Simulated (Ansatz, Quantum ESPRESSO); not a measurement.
Code comparison for Au (Fm-3m, 1 atom in the cell)

Self-consistent single point.

```
Au
1.0
    0.00000     2.04000     2.04000
    2.04000     0.00000     2.04000
    2.04000     2.04000     0.00000
Au
1
Direct
  0.00000   0.00000   0.00000
```

Shared settings, as Ansatz (a quantum-chemistry and plane-wave program) writes them: kpoints.mp_grid.grid = 18 18 18; magnetization.spin_orbit = true; scf.occupations.method = gaussian; scf.occupations.width = 0.1 eV. Potentials and cutoffs stand in the table.

| code | model | pressure (GPa) | cutoff |
|---|---|---|---|
| Quantum ESPRESSO | PBE, spin-orbit coupling, PseudoDojo fully relativistic norm-conserving (PBE) pseudopotentials | 8.04 | 80 Ry |
| Ansatz | PBE with spin-orbit coupling, default PAW files | 7.97 | default |

The spread over the programs that give each value: pressure within 0.07 GPa.

Ansatz's pressure is given at a fixed set of plane waves, as the other plane-wave codes print theirs; with its correction for the finite basis it is 8.03 GPa.

The starting cell has typed, rounded lattice constants, without a prior relaxation at this level.

Left out of this page: Elk, FLEUR and SIESTA (not drawn, or without a comparable value).

Keys are those of Ansatz 0.2.
